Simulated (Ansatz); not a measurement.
Results of LDA in Ansatz (PAW) for Pt3GaC (model structure, started from the Ni3MgC type, Pm-3m, No. 221, 5 atoms in the cell).

Run with plane-wave cutoff 520 eV, 14×14×14 k mesh, Fermi–Dirac smearing 0.05 eV, scalar-relativistic PAW data made under PBE.

Cell (relaxed at this level):

GaPt3C has the cubic space group Pm-3m (No. 221), the anti-perovskite structure, Pearson symbol cP5. Lattice parameters: a = b = c = 4.1167 Å, α = β = γ = 90.00°. Ga on 1a is coordinated by 12 Pt at 2.911 Å (cuboctahedral). Pt on 3c has 2 C at 2.058 Å and 8 Pt at 2.911 Å and 4 Ga at 2.911 Å. C on 1b is coordinated by 6 Pt at 2.058 Å (octahedral). (Neighbours: up to the widest gap in distance over summed covalent radii, below 1.35, at either atom; cation-cation and far metal-metal contacts left out.)

Question: Predict the bulk modulus.

Answer: 
- bulk modulus: 232 GPa

The run finds no gap.

Note: the bulk modulus is −V dP/dV from two relaxed cells at ±2 % in volume; the relaxation could raise the start's symmetry but not lower it, so the cell can be a saddle point.

Spin–orbit coupling is not included; it can open a gap where bands touch, and shift volumes and moduli.

Computed values are for the static lattice.

A model structure was made by putting elements into a prototype or built by hand; it is no filed structure, need not be a known phase, and can be a saddle point held by its symmetry.

Ansatz is a first-principles code.
